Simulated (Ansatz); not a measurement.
## O on the 1x1 (101) surface of anatase TiO2 (cut with top plane O), one in a 2x1 cell, started at the site 'top O #2'

Host crystal: anatase TiO2, with a band gap (PBE, scalar-relativistic without spin-orbit coupling).

Computed with r2SCAN, at the PBE geometry and the start's symmetry (plane waves to 500 eV, PAW; Ansatz, a program for electronic structure).

Set-up: 37 atoms, 9.4 Å thick at the start under the adsorbate (thin: gaps and levels are the slab's own); mesh 3x4x1; 0.01 eV smearing; dipole correction on; single point; no symmetry held, on the structure that PBE left; spin-polarised, no spin-orbit, no U, no dispersion correction. The starting moment vanished. The program's check for a lower electronic state was not made. At the end it is bonded to O + 3 Ti. In PBE this state lies 0.04 eV over the lowest of the starts that converged ('top O', where the adsorbate paired with a surface O atom).

- energy of the end state, in which the adsorbate paired with a surface O atom, against ½ O2(g) at the same level = 0.88 eV
- gap of the slab on its k-mesh = 2.86 eV
- highest filled level below the top vacuum level = 7.95 eV
- change of the step from the bottom to the top vacuum level, against the clean slab = 0.19 eV
- height of the binding atom over the mean of the host atoms within 0.3 Å of the top one = -0.040 Å
- magnetic moment of the cell = 0.00 μB
- cost = very roughly 24 core-minutes

A negative adsorption energy means that the adsorbate is more stable on the surface than in its reference.
